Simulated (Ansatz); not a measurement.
An Ansatz (a quantum-chemistry and plane-wave program) input (PBEsol-D3(BJ) (Ansatz, PAW, no spin-orbit coupling)):

Ansatz 0.2 input:
```yaml
crystal:
  lattice:
    - [2.4704563993, 0, 0]
    - [1.2352281996, 2.1394780007, 0]
    - [0, 0, 6.4501588496]
  atoms:
    - { symbol: B, position: [0.6666666667, 0.6666666667, 0.25] }
    - { symbol: B, position: [0.3333333333, 0.3333333333, 0.75] }
    - { symbol: N, position: [0.3333333333, 0.3333333333, 0.25] }
    - { symbol: N, position: [0.6666666667, 0.6666666667, 0.75] }
basis: { ecutwfc: 420, ecutrho_ratio: 4, xc_grid: 2, fft_grid_basis: typed }
kpoints: { mp_grid: { grid: [15, 15, 5] } }
hamiltonian:
  xc: pbesol
  dispersion: d3bj
  pseudopotentials: { kind: paw }
scf: { occupations: { method: fermi_dirac, width: 0.05 } }
relax: { f_tol: 0.005, max_steps: 50, cell: { stress_tol: 0.01, fix: [a, b, gamma] } }
output: { forces: true, stress: true }
checkpoint: { write: state.ck, write_every: 1000 }
```

**Question.** Which symmetry and how many k-points will the program report, and about how many plane waves at Γ?

**Answer.** Space group P63/mmc (ITA 194) with 24 operations, k-points 81 of 1125, and 639 plane waves at Γ.

**Question.** And the final pressure?

**Answer.** 9.56 GPa (compression positive).

The cells carry an imposed strain or load. Whether these cells are dynamically stable was not tested. The cell was made from BN (space group P6_3/mmc, No. 194; layered, stacked along the Cartesian z axis) by this change: biaxial strain −1.20 %, plane normal [001], relaxed out of plane.
